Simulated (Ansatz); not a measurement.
Worked example: self-consistent single point of NaMgF3 (P4mm, 5 atoms in the cell) in Ansatz (a quantum-chemistry and plane-wave program)

Method of the run: PBEsol, default PAW files made with PBE (plane waves; Ansatz).

Input:

Ansatz 0.2 input:
```yaml
# NaMgF3
crystal:
  lattice:
    - [3.962693, 0.000000, 0.000000]
    - [0.000000, 3.962693, 0.000000]
    - [0.000000, 0.000000, 3.962693]
  atoms:
    - { symbol: Na, position: [0.000000, 0.000000, 0.012618] }
    - { symbol: Mg, position: [0.500000, 0.500000, 0.500000] }
    - { symbol: F, position: [0.500000, 0.500000, 0.000000] }
    - { symbol: F, position: [0.000000, 0.500000, 0.500000] }
    - { symbol: F, position: [0.500000, 0.000000, 0.500000] }
basis:
  ecutwfc: 420.0
kpoints:
  mp_grid:
    grid: [6, 6, 6]
hamiltonian:
  xc: pbesol
  pseudopotentials:
    kind: paw
scf:
  occupations:
    method: fermi_dirac
    width: 0.01
output:
  forces: true
  eigenvalues: true
  stress: true
```

The program printed (abridged):

```
WARN ansatz: RAYON_NUM_THREADS=1 ignored (pool sized by the plan → 1); use --threads N
Pseudopotentials: kind: paw
Pseudopotential: Na, paw, valence charge 9
Pseudopotential: Mg, paw, valence charge 10
Pseudopotential: F, paw, valence charge 7
Crystal: 5 atoms, lattice volume = 62.226 Å³
Basis set: ecut = 420 eV, 1213 PW (Γ), exchange–correlation on 54×54×54 points (8 copies of the dense FFT grid, shifted against one another)
Bands: 25, of which v1, the nominal top of the filled ones, is band 20 counted from 1 (19 counted from 0)
Symmetry: 8 space group operations
Space group: P4mm (ITA 99), of the structure as read, at distance tolerance 4.0e-5 Å
k-points: 40 of 216 (time reversal used)
PAW frozen core: Na, regenerated for the run's functional, and the local potential with it
PAW frozen core: Mg, regenerated for the run's functional, and the local potential with it
PAW frozen core: F, regenerated for the run's functional, and the local potential with it
Initial density: superposition of atomic densities (neutral atoms: chi_scale 0, normalization atom), corrected by the library's trained network
Initial wavefunctions: pseudopotential atomic-orbital guess
Eigensolver: davidson
Functional: x = pbesol(κ = 0.804, μ = 0.12345679012345678), c = pbesol(β = 0.046)
SCF iter   1: F=—  HF=-5796.799828 eV  |F-HF|=—  |Δ(HF+E_count)|=         —  Δρ=1.30e-2  dr2=6.46e-2  ethr=1.77e-3  ⟨swp⟩=6.2  Hψ=4448  notcnv=0
all-band conjugate gradients solve this SCF's bands
preconditioner: auto → Resta (q_TF=auto, 2.535 Å⁻¹)
SCF iter   2: F=—  HF=-5796.779997 eV  |F-HF|=—  |Δ(HF+E_count)|=   1.98e-2  Δρ=2.30e-3  dr2=9.93e-4  ethr=1.61e-4  ⟨swp⟩=2.1  Hψ=1955  notcnv=0  defer=38
SCF iter   3: F=—  HF=-5796.779663 eV  |F-HF|=—  |Δ(HF+E_count)|=   3.34e-4  Δρ=6.63e-4  dr2=1.54e-4  ethr=2.48e-6  ⟨swp⟩=2.0  Hψ=1695  notcnv=0  defer=40
SCF iter   4: F=—  HF=-5796.779700 eV  |F-HF|=—  |Δ(HF+E_count)|=   3.75e-5  Δρ=1.81e-4  dr2=1.04e-5  ethr=3.85e-7  ⟨swp⟩=2.0  Hψ=1819  notcnv=0  defer=40
SCF iter   5: F=—  HF=-5796.779632 eV  |F-HF|=—  |Δ(HF+E_count)|=   6.81e-5  Δρ=3.54e-5  dr2=4.57e-7  ethr=2.61e-8  ⟨swp⟩=2.0  Hψ=1770  notcnv=0  defer=40
SCF iter   6: F=-5796.779632 eV  HF=-5796.779632 eV  |F-HF|=5.52e-8  |Δ(HF+E_count)|=   1.26e-7  Δρ=1.29e-5  dr2=7.89e-8  ethr=2.50e-10  ⟨swp⟩=7.8  Hψ=4227  notcnv=0
SCF 1 converged in 6 iterations: F = -5796.779632 eV  dr2 = 7.89e-8
SCF converged after 6 iterations
Free energy (F): -5796.779632 eV
Harris-Foulkes:  -5796.779632 eV  (|F-HF|=5.52e-8)
Internal energy: -5796.779632 eV  (E = F + TS)
E sigma→0 (E₀):  -5796.779632 eV
Fermi energy:    4.281394 eV
--- Per-component energies (eV) ---
  E_band       = -668.072668
  E_kinetic    = 818.813407
  E_local      = -4518.245320  (includes V_loc(G=0)·N_el)
  E_nonlocal   = 432.582737
  E_hartree    = 1627.613756
  E_xc         = -304.919423
  E_vxc        = -393.615025  (∫ρ·V_xc dr)
  E_paw        = -1115.633200  (= ΣΔE_a)
  E_vpaw       = -262.845524  (= ΣTr[D̂ρ^β])
  E_aug_tail   = 0.006043  (compensation charges beyond the density's cutoff)
  E_ewald      = -2737.238518
  E_core_change = 0.240884  (= ΣΔE_core)
  E_smearing   = -0.000000  (= −TS)
  E_closure    = 0.000000  (closes the sum)
  Σ components = -5796.779632   (vs F -5796.779632, Δ=0.00e0)
--- Forces (eV/Å), atoms counted from 1 ---
  atom   1  Na     0.00000000     0.00000000    -0.00099399
  atom   2  Mg     0.00000000     0.00000000     0.04716647
  atom   3  F     -0.00000000     0.00000000     0.02138191
  atom   4  F     -0.00000000     0.00000000    -0.03377775
  atom   5  F      0.00000000     0.00000000    -0.03377775
  max |Σ_I F_I| component: 1.11e-6 eV/Å
--- Stress (GPa, compression-positive) ---
       -2.844421       0.000000      -0.000000
        0.000000      -2.844421       0.000000
       -0.000000       0.000000      -2.844864
  P = ⅓ Tr σ = -2.8446 GPa (-28.446 kbar)
  The stress holds the Pulay correction. Without it, at fixed plane waves, as pw.x and ABINIT print it: P = -3.4364 GPa
--- Band table (eV; the first three rows and the last of 40) ---
  k-point 0: bands = ["-68.8720", "-46.6504", "-35.8303", "-35.8303", "-35.8302", "-18.7633", "-18.7185", "-18.7185", "-18.7141", "-18.0076", "-18.0056", "-1.2531", "-1.2531", "-1.2520", "0.7330", "0.7337", "0.7337", "0.9272", "0.9272", "0.9275", [...]
  k-point 1: bands = ["-68.8720", "-46.6503", "-35.8322", "-35.8303", "-35.8303", "-18.8150", "-18.7182", "-18.7182", "-18.6210", "-18.0320", "-18.0056", "-1.2111", "-1.1853", "-1.1853", "0.6502", "0.6713", "0.6713", "0.6828", "0.8899", "0.8899", [...]
  k-point 2: bands = ["-68.8720", "-46.6501", "-35.8363", "-35.8302", "-35.8302", "-18.8569", "-18.7175", "-18.7175", "-18.4697", "-18.1111", "-18.0015", "-1.0576", "-1.0245", "-1.0245", "0.0700", "0.4776", "0.4776", "0.5861", "0.8603", "0.8603", [...]
  k-point 39: bands = ["-68.8718", "-46.6495", "-35.8380", "-35.8380", "-35.8379", "-18.7277", "-18.7277", "-18.7271", "-18.1706", "-18.1706", "-18.1688", "-2.5991", "-0.8356", "-0.8336", "-0.8336", "0.2226", "0.2240", "1.3656", "1.3675", "1.3675", [...]
```

The run converged in 6 iterations.

The starting cell comes from a database of computed structures (which also holds hypothetical and non-ambient phases and stackings), without a prior relaxation at this level. Its lattice was rescaled by up to half a per cent. One atom was moved a little off its site on purpose. Ansatz's pressure includes its estimate of the finite-basis (Pulay) stress. Without the estimate this run gives -3.44 GPa.
